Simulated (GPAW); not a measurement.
```xyz
3
Lattice="4.5290 0.0000 0.0000 -2.2645 3.9222 0.0000 0.0000 0.0000 7.2098" Properties=species:S:1:pos:R:3 pbc="T T T"
Ca     0.0000     0.0000     0.0000
I      0.0000     2.6148     1.7614
I      2.2645     1.3074     5.4485
```

Method: LDA (Perdew-Wang 92), GPAW PAW datasets LDA (gpaw-data 1.0.1) (plane waves; GPAW 25.7.0).

The set-up and first iterations of a GPAW log for CaI2 (P-3m1, 3 atoms in the cell):

```
Input parameters:
  convergence: {bands: -6,
                density: 1e-05}
  kpts: [5 5 3]
  maxiter: 100
  mode: {ecut: 600,
         name: pw}
  nbands: -8
  occupations: {name: fixed-uniform}
  symmetry: {symmorphic: False,
             tolerance: 0.0005}

species:
  Ca:
    name: Calcium
    Z: 20.0
    valence: 10
    core: 10
    charge: 0.0
    file: Ca.LDA.gz

    # Using partial waves for Ca as LCAO basis

  I:
    name: Iodine
    Z: 53.0
    valence: 7
    core: 46
    charge: 0.0
    file: I.LDA.gz

    # Using partial waves for I as LCAO basis

Reference energy: -405233.383312  # eV

Spin-paired calculation

Convergence criteria:
 Maximum [total energy] change in last 3 cyles: 0.0005 eV / valence electron
 Maximum integral of absolute [dens]ity change: 1e-05 electrons / valence electron
 Maximum integral of absolute [eigenst]ate change: 4e-08 eV^2 / valence electron
 Maximum number of scf [iter]ations: 100

   [... lines left out ...]

Occupation numbers: # Uniform distribution of occupation numbers

Eigensolver

Densities:
  Coarse grid: 27*27*42 grid
  Fine grid: 54*54*84 grid
  Total Charge: 0.000000

Density mixing:
  Method: separate
  Backend: pulay
  Linear mixing parameter: 0.05
  old densities: 5
  Damping of long wavelength oscillations: 50

Hamiltonian:
  XC and Coulomb potentials evaluated on a 54*54*84 grid
  External potential:
    NoExternalPotential

Number of atoms: 3
Number of atomic orbitals: 13
Number of bands in calculation: 20
Number of valence electrons: 24
Bands to converge: 14

Density initialized from atomic densities
  13 bands from LCAO basis set
  7 bands from random numbers

Atomic positions and initial magnetic moments

Positions:
   0 Ca     0.000000    0.000000    0.000000    ( 0.0000,  0.0000,  0.0000)
   1 I     -0.000002    2.614803    1.761361    ( 0.0000,  0.0000,  0.0000)
   2 I      2.264487    1.307400    5.448469    ( 0.0000,  0.0000,  0.0000)

Unit cell:
           periodic     x           y           z      points  spacing
  1. axis:    yes    4.528970    0.000000    0.000000    27     0.1453
  2. axis:    yes   -2.264485    3.922203    0.000000    27     0.1453
  3. axis:    yes    0.000000    0.000000    7.209830    42     0.1717

  Lengths:   4.528970   4.528970   7.209830
  Angles:   90.000000  90.000000 120.000000

Effective grid spacing dv^(1/3) = 0.1611
     iter     time        total  log10-change:
                         energy   eigst   dens
iter:   1 --:--:--   -11.070676   +0.85
iter:   2 --:--:--   -11.191025   +0.16  -1.36
iter:   3 --:--:--   -11.188921   -0.40  -1.39
iter:   4 --:--:--   -11.202717   -0.62  -1.49
iter:   5 --:--:--   -11.196467   -1.36  -1.89
iter:   6 --:--:--   -11.190345   -1.44  -2.05
iter:   7 --:--:--   -11.188410c  -1.85  -2.36
iter:   8 --:--:--   -11.188064c  -2.61  -2.64
iter:   9 --:--:--   -11.188096c  -3.12  -2.99
iter:  10 --:--:--   -11.188061c  -3.75  -3.03
iter:  11 --:--:--   -11.187996c  -4.37  -3.05
iter:  12 --:--:--   -11.187994c  -5.16  -3.89
iter:  13 --:--:--   -11.187994c  -5.73  -4.15
iter:  14 --:--:--   -11.187993c  -6.56  -4.17
iter:  15 --:--:--   -11.187993c  -7.14  -4.27
iter:  16 --:--:--   -11.187993c  -7.19  -4.33
```

Question: How does the run end?

Answer: The run converged in 25 iterations. Its thresholds were met; that alone does not show that basis and mesh suffice. It ends on: free energy E − TS (from the program's reference atoms) -11.1880 eV; top of the valence band (on the code's own zero) 1.14 eV; gap on the k-point mesh 3.55 eV; pressure -1.97 GPa; largest force (vector length) 0.235 eV/Å. The log goes on:

```
iter:  17 --:--:--   -11.187992c  -7.83c -4.36
iter:  18 --:--:--   -11.187992c  -8.23c -4.38
iter:  19 --:--:--   -11.187992c  -7.93c -4.45
iter:  20 --:--:--   -11.187992c  -8.51c -4.64
iter:  21 --:--:--   -11.187992c  -8.93c -4.76
iter:  22 --:--:--   -11.187992c  -8.59c -4.80
iter:  23 --:--:--   -11.187992c  -9.93c -4.94
iter:  24 --:--:--   -11.187992c  -9.34c -4.97
iter:  25 --:--:--   -11.187992c  -8.97c -5.01c
Converged after 25 iterations.

Dipole moment: (-0.000000, -0.000000, -0.000000) |e|*Ang

Energy contributions relative to reference atoms: (reference = -405233.383312)

Kinetic:        +10.658530
Potential:       -9.708827
External:        +0.000000
XC:             -11.561733
Entropy (-ST):   +0.000000
Local:           -0.575962
SIC:             +0.000000
--------------------------
Free energy:    -11.187992
Extrapolated:   -11.187992

Showing only first 2 kpts
 Kpt  Band  Eigenvalues  Occupancy
  0    10      0.96820    2.00000
  0    11      1.13951    2.00000
  0    12      5.02218    0.00000
  0    13      5.45276    0.00000

  1    10      0.90150    2.00000
  1    11      0.90150    2.00000
  1    12      5.27644    0.00000
  1    13      5.42626    0.00000

Fermi level: 2.91240

Gap: 3.546 eV
Transition (v -> c):
  (s=0, k=0, n=11, [0.00, 0.00, 0.00]) -> (s=0, k=8, n=12, [0.40, 0.00, 0.00])
Direct/indirect transitions are different
Direct gap: 3.883 eV
Transition at: (s=0, k=0, n=11, [0.00, 0.00, 0.00])
Energy (eV): -11.187992

Forces in eV/Ang:
  0 Ca   -0.00000   -0.00000    0.00000
  1 I     0.00000    0.00000   -0.23464
  2 I     0.00000    0.00000    0.23464

Stress tensor:
     0.012871     0.000000     0.000000
     0.000000     0.012871    -0.000000
     0.000000    -0.000000     0.011214
Stress (GPa, Voigt): [ 2.0622  2.0622  1.7967 -0.      0.      0.    ]
```

For comparison: a first run (DFT PBEsol, plane waves, GPAW PAW datasets PBEsol (made by gpaw-setup)) was changed to give this one (xc: PBEsol → LDA; potentials: GPAW PAW datasets LDA (gpaw-data 1.0.1)), and from it to this one the pressure goes from -0.86 to -1.97 GPa, the largest force goes from 0.127 to 0.235 eV/Å and the gap on the mesh goes from 3.651 to 3.546 eV.

The starting cell comes from a database of computed structures (which also holds hypothetical and non-ambient phases and stackings), without a prior relaxation at this level. Spin-orbit coupling is off.

The run was DFT LDA (Perdew-Wang 92), plane waves, GPAW PAW datasets LDA (gpaw-data 1.0.1). Main settings of its input:

* **mode**: pw
* **ecut**: 600 eV
* **xc**: LDA
* **kpts**: 5 5 3
* **mesh shift (steps)**: 0 0 0
* **occupations.name**: fixed-uniform
* **nbands**: -8
* **convergence.density**: 1e-05 e/electron
* **convergence.bands**: -6
* **symmetry.symmorphic**: false
* **symmetry.tolerance**: 0.0005
* **maxiter**: 100
